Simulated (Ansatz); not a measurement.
**Response to strain in HfN**

The parent structure is HfN in the rock salt structure (space group Fm-3m, No. 225; relaxed with 0.1 eV smearing).

```yaml
crystal:
  lattice:
    - [0.00000, 2.25092, 2.25092]
    - [2.25092, 0.00000, 2.25092]
    - [2.25092, 2.25092, 0.00000]
  atoms:
    - { symbol: Hf, position: [0.00000, 0.00000, 0.00000] }
    - { symbol: N, position: [0.50000, 0.50000, 0.50000] }
```

Strains are applied to the cell and any free atomic positions relax.

Calculations: Ansatz (an electronic-structure program), PBEsol, PAW, cutoff 420 eV, without spin-orbit coupling.

Notes on the quantities. energy relative to the base: free energy F.

```tsv
case	pressure	energy relative to the base	shortest interatomic distance
base	0.0 GPa	0 meV/atom	2.251 Å
isotropic strain −3.00 %	31.5 GPa	+90 meV/atom	2.183 Å
isotropic strain −2.50 %	25.3 GPa	+62 meV/atom	2.195 Å
isotropic strain −1.50 %	14.2 GPa	+21 meV/atom	2.217 Å
isotropic strain −1.00 %	9.1 GPa	+9.4 meV/atom	2.228 Å
isotropic strain −0.50 %	4.4 GPa	+2.3 meV/atom	2.240 Å
isotropic strain +0.50 %	-4.1 GPa	+2.2 meV/atom	2.262 Å
isotropic strain +1.00 %	-7.9 GPa	+8.8 meV/atom	2.273 Å
isotropic strain +2.00 %	[?]	[?]	2.296 Å
isotropic strain +2.50 %	-17.9 GPa	+52 meV/atom	2.307 Å
```

### Question
What belongs in the blanks?

### Answer

- isotropic strain +2.00 %, pressure: -14.8 GPa
- isotropic strain +2.00 %, energy relative to the base: +34 meV/atom

No phonon test of stability was made. All final runs are without spin polarisation. An odd electron count without spin: HfN.
